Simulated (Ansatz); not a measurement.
NaCrO₂ (R-3m, No. 166; cell taken from a computed entry)

Computed with PBEsol (PAW; Ansatz, a program for electronic structure).

Numerical settings: plane-wave cutoff 500 eV, 16×16×16 k mesh, gaussian smearing 0.02 eV, spin-polarised start, scalar-relativistic PAW data made under PBE.

Cell (relaxed at this level):

```
CELL_PARAMETERS angstrom
      1.49185     0.86132     5.25378
     -1.49185     0.86132     5.25378
      0.00000    -1.72265     5.25378
ATOMIC_POSITIONS crystal
  Na 0.50000 0.50000 0.50000
  Cr 0.00000 0.00000 0.00000
  O  0.26827 0.26827 0.26827
  O  0.73173 0.73173 0.73173
```

For NaCrO₂ (R-3m, No. 166; cell taken from a computed entry), the band gap is 1.16 eV (on the SCF k mesh).

Note: the magnetic order was assumed, not searched for or taken from measurement; the relaxation could not lower the start's symmetry, so the cell can be a saddle point above a distorted one.

Computed values are for the static lattice.

The result took around 110 core-seconds (rough).
